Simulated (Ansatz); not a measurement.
## Cu (Fm-3m): band-structure transport figures

Given:

```
Cu
1.0
    0.00000     1.78220     1.78220
    1.78220     0.00000     1.78220
    1.78220     1.78220     0.00000
Cu
1
Cartesian
  0.00000   0.00000   0.00000
```

All values below come from PBEsol, rigid bands (plane waves, PAW, scalar-relativistic; Ansatz, an electronic-structure program). Geometry: cell and atoms relaxed with PBEsol.

| Property | Result |
|---|---|
| density of states at the Fermi level | 0.299 states/(eV·cell), both spins |
| bare Sommerfeld coefficient | 0.70 mJ/(mol of atoms·K²) |
| Drude plasma energy | 9.1 eV |
| root-mean-square Fermi velocity | 1.1e6 m/s |
| resistivity times τ | 5.9 ×10⁻²² Ω·m·s |
| resistivity times mean free path | 6.5 ×10⁻¹⁶ Ω·m² |

A metal at this level (no band gap); rigid bands, thermally averaged at 300 K, both spins. Spin-orbit coupling is left out. τ is one relaxation time for all states; the product of resistivity and mean free path takes one path for all states instead.
